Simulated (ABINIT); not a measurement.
A user runs ABINIT on CaMn3O4 (Cmmm, 8 atoms in the cell) and asks whether the run is sound. The aim is a self-consistent single point with DFT, PBEsol+U, plane waves, PAW (JTH v2.0 PBE PAW, files made for PBE).

Cell that was meant: a = 5.5058 Å, b = 5.5058 Å, c = 3.1937 Å, α = 90.00°, β = 90.00°, γ = 109.54°.

Part of the input:

```
         6.0020611896   -8.4986766386    0.0000000000
         6.0020611896    8.4986766386    0.0000000000
         0.0000000000    0.0000000000    6.0352296626
natom 7
ntypat 3
znucl 20 25 8
typat 1 2 2 2 3 3 3 3
```

The program printed (abridged):

```
 Symmetries : space group Am m 2 (# 38); Bravais oC (1-face-center ortho.)

 -outvars: echo values of preprocessed input variables --------
   [... lines left out ...]
         ecut(hartree)=     30.000   => boxcut(ratio)=   2.01605

 Fine grid specifications (used for densities):

 getcut: wavevector=  0.0000  0.0000  0.0000  ngfft=  75  75  45
         ecut(hartree)=     60.000   => boxcut(ratio)=   2.03985

   8.72524812E+03                                ecore*ucvol(ha*bohr**3)

_setup2: Arith. and geom. avg. npw (full set) are    4831.000    4830.982

 ******************************************
 DFT+U Method used: FLL
 ******************************************
--- !BeginCycle
solver: {iscf: 17, nstep: 100, nline: 4, wfoptalg: 10, }
tolerances: {tolvrs: 1.00E-11, }
...

     iter   Etot(hartree)     deltaE(h) residm    nres2    magn
 ETOT  1  -380.98927101357    -3.81E+02 8.85E+00 1.93E+03 8.953
 ETOT  2  -411.70866035494    -3.07E+01 3.58E-01 9.16E+03 0.596
 ETOT  3  -399.74153543971     1.20E+01 1.04E+00 5.89E+02 13.00
 ETOT  4  -399.59861531968     1.43E-01 4.66E-02 2.97E+02 13.00
 ETOT  5  -399.53740464302     6.12E-02 3.29E-02 2.02E+02 13.00
   [... 24 lines left out ...]
 ETOT 30  -399.42728284371    -2.41E-11 3.85E-06 1.05E-09 14.78
 ETOT 31  -399.42728284372    -1.28E-11 1.70E-06 2.78E-10 14.78
 ETOT 32  -399.42728284373    -6.82E-12 2.59E-06 4.81E-11 14.78
 ETOT 33  -399.42728284372     6.93E-12 1.14E-06 9.74E-12 14.78
 At SCF step   33       nres2   =  9.74E-12 < tolvrs=  1.00E-11 =>converged.

 Cartesian components of stress tensor (hartree/bohr^3)
  sigma(1 1)= -7.12482014E-05  sigma(3 2)=  0.00000000E+00
  sigma(2 2)= -7.50726754E-05  sigma(3 1)=  0.00000000E+00
  sigma(3 3)= -4.73060768E-05  sigma(2 1)=  0.00000000E+00

 Integrated electronic and magnetization densities in atomic spheres:
 Radius=ratsph(iatom), smearing ratsm=  0.0000. Diff(up-dn)=approximate z local magnetic moment.
 Atom    Radius    up_density   dn_density  Total(up+dn)  Diff(up-dn)
    1   1.91415     3.742923     3.735731      7.478654     0.007192
    2   2.11192     8.714066     4.284640     12.998706     4.429426
    3   2.11192     8.714066     4.284640     12.998706     4.429426
   [... lines left out ...]
 Total magnetization (from the atomic spheres):            13.652652
 Total magnetization (exact up - dn):                      14.777781
 Fermi (or HOMO) energy (hartree) =   0.29157   Average Vxc (hartree)=  -0.40728
 Fermi (or HOMO) energy (eV) =   7.93398   Average Vxc (eV)= -11.08252
   [... lines left out ...]
total_energy        : -3.99427282927150E+02
total_energy_eV     : -1.08689691198875E+04
...

-Cartesian components of stress tensor (GPa)         [Pressure=  1.8989E+00 GPa]
- sigma(1 1)= -2.09619410E+00  sigma(3 2)=  0.00000000E+00
- sigma(2 2)= -2.20871399E+00  sigma(3 1)=  0.00000000E+00
- sigma(3 3)= -1.39179260E+00  sigma(2 1)=  0.00000000E+00

 Calculation completed.
```

Q: Is this run sound? If not, what is wrong?

A: The run is not sound. The fault is an atom count that does not match the list of atoms. The program trusts the stated count: too many runs off the end of the list, too few can drop atoms without a word. To fix it, make the count match the list. The run converged in 33 iterations without an error; against the sound input the pressure stays near 1.90 GPa while the zz stress (positive for compression) goes from 2.04 to 1.39 GPa, the largest force goes from 0.008 to 0.364 eV/Å, no clean gap remains on the mesh (levels overlap or are partly filled), against 1.58 eV before and the size of the net moment goes from 1.87 to 2.11 μB/atom.

An input that runs soundly differs in these lines (not the only fix; some lines may just follow from the change or write a value another way):
```diff
-natom 7
+natom 8
```

With that input, the run converged in 29 iterations: free energy E − TS -11310.44 eV; top of the valence band (on the code's own zero) 6.93 eV; gap on the k-point mesh 1.58 eV; pressure 1.97 GPa; largest force (vector length) 0.008 eV/Å (DFT, PBEsol+U, plane waves, PAW (JTH v2.0 PBE PAW, files made for PBE)).

On the sound input: the starting cell comes from a database of computed structures (which also holds hypothetical and non-ambient phases and stackings), without a prior relaxation at this level. Its lattice was rescaled by a random factor within 2.5 % of one. The magnetic order is the one reached from the typed start; others were not searched systematically. With U or open f shells several self-consistent states can exist. The potentials were made for another functional than the one used. The shifted mesh does not hold Γ, so a gap read on it misses any band edge there.

These are the values that this program gave, and no reference: the one-centre exchange-correlation terms come from a truncated expansion.
